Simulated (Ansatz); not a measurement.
Hops of point defects in zinc-blende BN, each between lowest sites run for its defect: PBE bands (Ansatz, a first-principles code, plane waves to 420 eV, PAW, climbing-image NEB) beside r2SCAN single points (500 eV) at the PBE geometries. Static nuclei, no finite-size correction. The rows are a random draw from the bands that converged and passed our checks of state and shape. Saddle orders were checked for a part of the study's bands only and are not shown. Vacancies start on their lattice site; split forms were not set up. Charge states are imposed.

```json
[
 {"Row": "1", "Defect": "Si-vacancy pair (Si on B, B vacant), charge -2", "Route": "a nearby B jumps into the vacancy (Si-vacancy distance between ideal sites 2.56 Å throughout)", "Hop (Å)": "2.57", "Cell and PBE mesh": "64 sites, 2×2×2 shifted", "r2SCAN k-points": "same mesh", "PBE barrier x (eV)": "3.69", "r2SCAN barrier y (eV)": "3.87"},
 {"Row": "2", "Defect": "Al-vacancy pair (Al on B, B vacant), charge -3", "Route": "a nearby B jumps into the vacancy (Al-vacancy distance between ideal sites 2.56 Å throughout)", "Hop (Å)": "2.54", "Cell and PBE mesh": "64 sites, 2×2×2 shifted", "r2SCAN k-points": "same mesh", "PBE barrier x (eV)": "3.60", "r2SCAN barrier y (eV)": "3.76"},
 {"Row": "3", "Defect": "S-vacancy pair (S on N, N vacant), charge 0", "Route": "S changes places with the vacancy (S-vacancy distance between ideal sites 2.56 Å throughout)", "Hop (Å)": "2.22", "Cell and PBE mesh": "64 sites, 2×2×2 shifted", "r2SCAN k-points": "same mesh", "PBE barrier x (eV)": "4.55", "r2SCAN barrier y (eV)": "4.88"},
 {"Row": "4", "Defect": "B vacancy, charge -3", "Route": "a nearby B jumps into the vacancy", "Hop (Å)": "2.47", "Cell and PBE mesh": "64 sites, 2×2×2 shifted", "r2SCAN k-points": "same mesh", "PBE barrier x (eV)": "3.53", "r2SCAN barrier y (eV)": "3.74"},
 {"Row": "5", "Defect": "Al-vacancy pair (Al on B, B vacant), charge -3", "Route": "a nearby B jumps into the vacancy (Al-vacancy distance between ideal sites 2.56 → 4.44 Å)", "Hop (Å)": "2.44", "Cell and PBE mesh": "64 sites, 2×2×2 shifted", "r2SCAN k-points": "same mesh", "PBE barrier x (eV)": "2.95", "r2SCAN barrier y (eV)": "3.12"},
 {"Row": "6", "Defect": "N vacancy, charge +1", "Route": "a nearby N jumps into the vacancy", "Hop (Å)": "2.53", "Cell and PBE mesh": "64 sites, 2×2×2 shifted", "r2SCAN k-points": "same mesh", "PBE barrier x (eV)": "7.34", "r2SCAN barrier y (eV)": "7.67"},
 {"Row": "7", "Defect": "N vacancy, charge -1", "Route": "a nearby N jumps into the vacancy", "Hop (Å)": "2.52", "Cell and PBE mesh": "64 sites, 2×2×2 shifted", "r2SCAN k-points": "same mesh", "PBE barrier x (eV)": "5.13", "r2SCAN barrier y (eV)": "?"}
]
```

Q: Fit a straight line y = a x + b to rows 1 to 6, predict row 7, and compare with the computed value.

A: Means: x̄ = 4.277, ȳ = 4.507 eV. Sums: Sxx = 12.578, Sxy = 13.083 eV². So a = Sxy/Sxx = 1.040 and b = ȳ − a x̄ = 0.059 eV, with a scatter of 0.05 eV about the line. Row 7: 1.040 × 5.13 + 0.059 ≈ 5.39 eV. The computed r2SCAN value is 5.31 eV, -0.08 eV from the line, beyond the scatter. The line only summarises these rows of one host.
